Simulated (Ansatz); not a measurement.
We consider Mn₃GeC (Pm-3m, No. 221, 5 atoms in the cell; start mp-20180), described by LDA (plane waves, PAW; Ansatz, a program for electronic structure).

Settings: plane-wave cutoff 520 eV, 14×14×14 k mesh, Fermi–Dirac smearing 0.05 eV, spin-polarised start, scalar-relativistic PAW data made under PBE.

Cell (relaxed at this level):

```cif
data_CGeMn3
_chemical_formula_sum 'Mn3 Ge1 C1'
_space_group_name_H-M_alt 'Pm-3m'
_space_group_IT_number 221
_space_group_name_Hall '-P 4 2 3'
_cell_length_a 3.71055
_cell_length_b 3.71055
_cell_length_c 3.71055
_cell_angle_alpha 90.000
_cell_angle_beta 90.000
_cell_angle_gamma 90.000
loop_
_atom_site_label
_atom_site_type_symbol
_atom_site_symmetry_multiplicity
_atom_site_Wyckoff_symbol
_atom_site_fract_x
_atom_site_fract_y
_atom_site_fract_z
_atom_site_occupancy
Mn1 Mn 3 c 0.00000 0.50000 0.50000 1
Ge1 Ge 1 a 0.00000 0.00000 0.00000 1
C1 C 1 b 0.50000 0.50000 0.50000 1
```

Q: Estimate the bulk modulus that the calculation returns.

A: 
* **bulk modulus**: 275 GPa

The run finds no gap.

Note: the magnetic order was assumed, not searched for or taken from measurement; the bulk modulus is −V dP/dV from two relaxed cells at ±2 % in volume; the relaxation could not lower the start's symmetry, so the cell can be a saddle point above a distorted one.

The result took around 4 core-minutes (rough).

A start named mp-… is a Materials Project structure, which need not be a measured phase.
